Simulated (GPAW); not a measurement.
Band structure of ZnS (P6_3mc, 8 atoms in the cell).

```
CELL_PARAMETERS angstrom
      3.80819     0.00000     0.00000
     -1.90409     3.29799     0.00000
      0.00000     0.00000    12.45011
ATOMIC_POSITIONS crystal
  Zn 0.66667 0.33333 0.74993
  Zn 0.33333 0.66667 0.24993
  Zn 0.00000 0.00000 0.50000
  Zn 0.00000 0.00000 0.00000
  S  0.66667 0.33333 0.93773
  S  0.33333 0.66667 0.43773
  S  0.00000 0.00000 0.68734
  S  0.00000 0.00000 0.18734
```

Method of the run: PBE, GPAW PAW datasets PBE (gpaw-data 1.0.1) (plane waves; GPAW).

Settings: mode = pw; ecut = 850 eV; xc = PBE; kpts = 7 7 2; mesh shift (steps) = 0 0 0; occupations.name = fermi-dirac; occupations.width = 0 eV; nbands = -4; convergence.bands = -2; symmetry.symmorphic = false; symmetry.tolerance = 0.0005; maxiter = 150; bandpath_npoints = 40.

The starting cell comes from a database of computed structures (which also holds hypothetical and non-ambient phases and stackings), without a prior relaxation at this level. Its lattice was rescaled by a random factor within 2.5 % of one.

Task: Predict the gap along the standard path and the places of the band edges.

Result: The gap along the path is 2.18 eV, direct at Γ to within 0.01 eV.

Levels in eV from the top of the valence band on the SCF mesh, bands 33 to 40:
```json
[
 {"point": "Γ", "33": "-0.47", "34": "-0.03", "35": "0.00", "36": "0.00", "37": "2.18", "38": "3.20", "39": "3.41", "40": "3.66"},
 {"point": "M", "33": "-1.62", "34": "-1.59", "35": "-1.12", "36": "-0.89", "37": "3.32", "38": "3.36", "39": "3.75", "40": "4.34"},
 {"point": "K", "33": "-2.32", "34": "-1.77", "35": "-1.77", "36": "-1.34", "37": "4.54", "38": "4.92", "39": "4.92", "40": "5.24"},
 {"point": "A", "33": "-0.15", "34": "-0.15", "35": "-0.15", "36": "-0.15", "37": "3.03", "38": "3.03", "39": "3.33", "40": "3.33"},
 {"point": "L", "33": "-1.52", "34": "-1.52", "35": "-1.12", "36": "-1.12", "37": "3.69", "38": "3.69", "39": "4.03", "40": "4.03"},
 {"point": "H", "33": "-1.82", "34": "-1.82", "35": "-1.62", "36": "-1.62", "37": "4.37", "38": "4.37", "39": "5.24", "40": "5.24"}
]
```
